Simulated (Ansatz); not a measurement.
Start from Gd in the hcp (Mg type) structure (space group P6_3/mmc, No. 194; a = 3.6392 Å, c = 5.9092 Å; ferromagnetic).

All numbers come from plane-wave PAW DFT at the r2SCAN level (Ansatz, a first-principles code, 500 eV), no spin-orbit coupling.

Base values:

Largest site moment: 7.59 μB
Volume per atom: 33.89 Å³

The change: Eu takes the place of Gd on all its sites; the structure is relaxed again.

**Question.** What does the calculation give for the largest site moment and volume per atom after the change?

**Answer.** The largest site moment falls by 0.08 μB, from 7.59 μB to 7.51 μB; the volume per atom goes up by 9.12 Å³ (33.89 Å³ → 43.01 Å³).

Other magnetic orders, which the real material may have, were not ruled out. The state of the 4f shell was not checked for lower solutions. Whether these cells are dynamically stable was not tested. As relaxed here, Eu is a hypothetical phase, not in the database extracts checked.
